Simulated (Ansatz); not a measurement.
Fluorite HfO₂ (high-temperature phase), treated with HSE06 (plane waves, PAW; Ansatz, a program for electronic structure).

Settings: plane-wave cutoff 520 eV, 8×8×8 k mesh, scalar-relativistic PAW data made under PBE.

Cell (relaxed at this level):

```
HfO2
1.0
    0.00000     2.52794     2.52794
    2.52794     0.00000     2.52794
    2.52794     2.52794     0.00000
Hf O
1 2
Direct
  0.00000   0.00000   0.00000
  0.25000   0.25000   0.25000
  0.75000   0.75000   0.75000
```

**Question.** Estimate the Poisson ratio, elastic constant C11, Young modulus, elastic constant C12 and elastic constant C44 that the calculation returns.

**Answer.** 
- Poisson ratio = 0.298
- elastic constant C11 = 601 GPa
- Young modulus = 329 GPa
- elastic constant C12 = 107 GPa
- elastic constant C44 = 78.4 GPa

Note: symmetry holds this phase in the static calculation, where it need not be a minimum; held by symmetry at 0 K, a high-temperature phase can be a saddle point.

Elastic constants are with the ions relaxed.

Spin–orbit coupling is not included.

Computed values are for the static lattice.

It cost around 40 core-minutes (rough) of CPU time.
